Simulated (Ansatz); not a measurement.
Start from TaAs (space group I4_1md, No. 109; a = 3.429 Å, c = 11.583 Å).

Structures relaxed with PBEsol/PAW in Ansatz (a program for electronic structure), spin-orbit coupling left out, earlier PAW set.

Base:

Simulated powder pattern, Cu Kα1, λ = 1.54056 Å (kinematic, ideal powder, no thermal factors, no anomalous dispersion; the 10 strongest lines at most, above 2 %, up to 2θ = 90°):

```csv
2θ (°),I/Imax (%),hkl
27.10,37,(101)
30.85,24,(004)
34.97,52,(103)
40.29,100,(112)
47.32,37,(105)
53.40,28,(200)
62.25,17,(107)
65.43,18,(213)
74.08,20,(215)
86.45,14,(217)
```

The change: full substitution As → N; the structure is relaxed again.

After the change:

Simulated powder pattern, Cu Kα1, λ = 1.54056 Å (kinematic, ideal powder, no thermal factors, no anomalous dispersion; the 10 strongest lines at most, above 2 %, up to 2θ = 90°):

```tsv
2θ (°)	d (Å)	I/Imax (%)	hkl
32.19	2.779	100	(101)
35.18	2.549	43	(004)
40.98	2.201	61	(103)
47.95	1.896	84	(112)
55.09	1.666	29	(105)
64.48	1.444	18	(200)
72.27	1.306	21	(116)
73.91	1.281	20	(211)
75.63	1.256	20	(204)
79.29	1.207	19	(213)
```

The indices refer to each structure's own conventional cell; one index is shown for lines that coincide.

Whether these cells are dynamically stable was not tested. As relaxed here, TaN is a hypothetical phase, not in the database extracts checked. All final runs are without spin polarisation.
